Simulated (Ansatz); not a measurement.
For TiGe (model structure, started from the NbAs type, I4₁md, No. 109, 4 atoms in the cell), PBEsol in Ansatz (PAW) gives:

| Item | Result |
|---|---|
| equilibrium lattice constant a | 3.240 Å |
| lattice parameter c | 13.191 Å |
| enthalpy of formation | -0.308 eV/atom |

Problem. What does PBE-D3(BJ) (Ansatz, a first-principles code, PAW) give for the same quantities?

Solution. 
- lattice constant a: 3.230 Å (decreases by 0.3 %)
- lattice parameter c: 13.242 Å (rises by 0.4 %)
- formation enthalpy: -0.286 eV/atom (moves by +0.022 eV/atom)

Changes are worked out from the printed values.

Unless a cell is named, each level is at its own relaxed cell (PBEsol 17.31, PBE-D3(BJ) 17.27 Å³/atom).

Ansatz's density-functional and Hartree–Fock values are scalar-relativistic unless marked +SOC, with PAW data made under PBE.

A model structure was made by putting elements into a prototype or built by hand; it is no filed structure, need not be a known phase, and can be a saddle point held by its symmetry.
